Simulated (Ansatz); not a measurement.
## Uncharged defects in Cu (fcc)

Each row is a formation energy against the perfect crystal and the reservoirs in brackets; V_X is an empty X site, X_Y an X atom on a Y site, X_i an atom off the sites. Values in eV.

All numbers come from Ansatz (a quantum-chemistry and plane-wave program), plane waves with PAW, its PAW set soft_1, cutoff 420 eV, 500 eV for r2SCAN. The structures are at rest with PBE, within the held lattices; other levels are single points on them. Neutral cells; Fermi-Dirac smearing of at most 0.10 eV in the solids, energies taken to zero width. The lattices are those relaxed with PBE, so at other levels the solids can be strained, which adds to the spread. Larger cells are relaxed from a start prepared with the learned potential CHGNet, on a coarser mesh till forces fall under 0.03 eV/Å, which some starts already meet. A dispersion term (D3(BJ), or D4 for r2SCAN) was computed beside these levels and is taken off wherever the name lacks it. Space groups of crystals are read within 0.01 Å. Nuclei at rest; no vibrational terms. No structure search was made; lower ones may exist. The runs are scalar-relativistic, without spin-orbit coupling. Values are for these cell sizes. Mesh and cell size may move defect energies by 0.1 eV or more. For some rows a cell is symmetric and got no random move, so less symmetric positions weren't tried.

| system | PBE | r2SCAN |
|---|---|---|
| W_Cu (64 sites; W (bcc)) | 2.24 | 2.25 |
| Zr_Cu (64 sites; Zr (hcp)) | 0.52 | ? |
| Mo_Cu (64 sites; Mo (bcc)) | 1.95 | 1.93 |
| H_i (64 sites; H_i amid 6 Cu; H2 (gas)) | 0.43 | 0.33 |
| Ta_Cu (64 sites; Ta (bcc)) | 1.26 | 1.13 |

Question: Some entries are withheld; supply them.

Answer: 
- Zr_Cu (64 sites; Zr (hcp)), r2SCAN: 0.27
